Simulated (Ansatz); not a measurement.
The starting structures come from a database of crystals and need not be the phases stable at ambient conditions.

Data:

```xyz
4
Lattice="4.5062 0.0000 0.0000 0.0000 6.3488 0.0000 0.0000 0.0000 4.5062" Properties=species:S:1:pos:R:3 pbc="T T T"
Al     0.0000     0.0000     0.0000
In     2.2531     3.1744     2.2531
Sb     2.2531     4.8672     0.0000
Sb     0.0000     1.4816     2.2531
```

Space group of this cell: P-4m2. The cell is taken as given.

The numbers are results of r2SCAN (plane waves, PAW; Ansatz, a first-principles code), not measurements.

The current runs along the normal of the first two printed vectors; no spin-orbit coupling. Scaled by the factor s: both lengths across the current (ions clamped). Meshes 8×6×8 and 8×6 across the current in all rows.

```tsv
s	mean pressure (GPa)	slowest mid-gap decay constant κ (1/Å)
0.98	2.1	?
1.00	-0.1	0.055
1.02	-1.8	0.039
```

Take the slope of the slowest mid-gap decay constant κ against ln s from the two given rows, extrapolate to s = 0.98, and say what the run there gives.

Slope = (0.039 − 0.055) / ln 1.02 = -0.808 1/Å. The line gives 0.055 + (-0.808) × ln 0.98 = 0.071 1/Å. The run gives 0.069 1/Å, 0.002 1/Å under the line, 14 % of the predicted step.
